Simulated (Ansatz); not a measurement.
Consider WC (space group P-6m2, No. 187; a = 2.8987 Å, c = 2.8280 Å).

Levels (all Ansatz, a first-principles code, PAW, earlier PAW set): PBEsol (420 eV, no spin-orbit coupling); r2SCAN (500 eV, no spin-orbit coupling).

The geometry is relaxed with PBEsol.

```
Quantity           Value
---------------  -------
PBEsol pressure  0.0 GPa
```

With r2SCAN at the same geometry, the pressure goes from zero to 5.2 GPa.

Single points use the geometry relaxed with PBEsol. Their cutoffs differ, which shifts pressures a little. Stability against distortions was not tested. The final runs are not spin-polarised.
